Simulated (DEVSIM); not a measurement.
System: Pd/SiO2/p-Si capacitor, at 300 K.

Layer 1 from the left is SiO2, thickness (nm) 3.10. Layer 2 from the left is Si, thickness (nm) 15000, Na (cm⁻³) 1.5e15.

Metal gate on the left, work function 5.2 eV. Fixed charge at the semiconductor interface 2e11 cm⁻² (in units of +e); no interface traps.

This is a model device: material constants are rounded textbook-type values typed into the input, and sizes, dopings and lifetimes were drawn at random. Values at 300 K.

SiO2: gap (eV) 9, affinity (eV) 0.9, permittivity 3.9. Si: gap (eV) 1.124, affinity (eV) 4.05, permittivity 11.7, Nc (cm⁻³) 2.86e19, Nv (cm⁻³) 3.1e19.

### Question
Estimate by hand the flat-band voltage, the threshold voltage, and compare with a numerical solution.

### Answer

- Flat-band voltage: C = 1.11 μF/cm², work-function difference 0.283 V; VFB = φms − qNf/C = 0.25 V; numerical 0.25 V.
- Threshold voltage: φF = 0.306 V, depletion charge √(4εqNφF) = 1.75e-8 C/cm²; VT = VFB + 2φF + Qd/C = 0.88 V; numerical 0.88 V.

Model (solved in DEVSIM): 1D Poisson equation in equilibrium, Boltzmann statistics, complete ionisation; no quantum confinement or tunnelling. Metal contacts follow the ideal Schottky-Mott rule: no Fermi-level pinning, no interface dipoles.
